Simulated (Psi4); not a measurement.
Psi4 1.11, HF/def2-svp, scf_type pk: C[Si@H]1C=N[Si@@](C)(O)O1, 17 atoms. The geometry is a generated start, not checked to be a minimum at this level.

```yaml
task: energy
method: scf
basis: def2-svp
memory: 7 GB
e_convergence: 1e-08
d_convergence: 1e-07
guess: auto, which took SAD (default)
diis_max_vecs: 10 (default)
scf_initial_accelerator: adiis (default)
basis_functions: 165
```

```xyz
17

C      2.8944     0.1345     0.5698
Si     1.3740     0.6100    -0.3572
C      0.5438    -0.8638    -1.2452
N     -0.6648    -1.1713    -0.8751
Si    -1.2692    -0.1056     0.4074
C     -2.8065     0.6693    -0.2108
O     -1.4284    -1.1313     1.6868
O      0.0394     0.9404     0.6418
H      3.6956    -0.1672    -0.1118
H      2.7020    -0.7033     1.2472
H      3.2675     0.9686     1.1718
H      1.6073     1.7570    -1.2728
H      1.0855    -1.4121    -2.0307
H     -2.6279     1.2481    -1.1226
H     -3.5697    -0.0802    -0.4436
H     -3.2351     1.3519     0.5297
H     -1.6078    -2.0449     1.4153
```

The reference run uses exact four-centre integrals (scf_type = pk). Each setting ran once; only counts and results are compared.

Measured:

| setting | energy against the reference |
|---|---|
| scf_type = cd, cholesky_tolerance = 1e-06 | +0.032 meV/atom |
| scf_type = cd, cholesky_tolerance = 1e-05 | −0.097 meV/atom |
| scf_type = cd, cholesky_tolerance = 0.0001 (default) | −0.75 meV/atom |
| scf_type = cd, cholesky_tolerance = 0.001 | +4.2 meV/atom |

Question: How far does the result lie from the reference with scf_type = cd, cholesky_tolerance = 0.01?

Answer: energy against the reference: +160 meV/atom. Total energies are compared; such shifts often cancel in part in energy differences.
